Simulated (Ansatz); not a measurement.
A computed series for MnSi: pressure series

The reference is MnSi (space group P2_13, No. 198; ferromagnetic).

```xyz
8
Lattice="4.5182 0.0000 0.0000 0.0000 4.5182 0.0000 0.0000 0.0000 4.5182" Properties=species:S:1:pos:R:3 pbc="T T T"
Mn     0.6164     0.6164     0.6164
Mn     2.8755     1.6427     3.9018
Mn     3.9018     2.8755     1.6427
Mn     1.6427     3.9018     2.8755
Si     3.8187     3.8187     3.8187
Si     1.5596     2.9587     0.6996
Si     0.6996     1.5596     2.9587
Si     2.9587     0.6996     1.5596
```

Cell and atoms are relaxed at each pressure.

Level of theory: Ansatz (a program for electronic structure) PBE, no spin-orbit coupling, earlier PAW set.

```csv
pressure (GPa),volume per atom (Å³/atom)
-2,11.644
0,11.530
1.8,11.431
4.2,?
9,11.075
18,10.696
30,10.276
45,9.847
60,9.486
```

Task: Fit the third-order Birch–Murnaghan form P(V) = (3B₀/2)[(V₀/V)^(7/3) − (V₀/V)^(5/3)]·[1 + (3/4)(B₀′ − 4)((V₀/V)^(2/3) − 1)] (squares taken in P) to the rows shown and predict the withheld row.

Result: Least squares on the printed values gives V₀ = 11.529 Å³/atom, B₀ = 206 GPa, B₀′ = 4.1; this predicts 11.306 Å³/atom, and the run gives 11.306 Å³/atom, in agreement.

The magnetic state is the one reached from the starting moments; the real material's order can differ, and small cells can't hold many antiferromagnetic ones. Load acts through the strain it causes; cell and atoms are relaxed under it. Whether these cells are dynamically stable was not tested. Competing high-pressure phases were not computed.
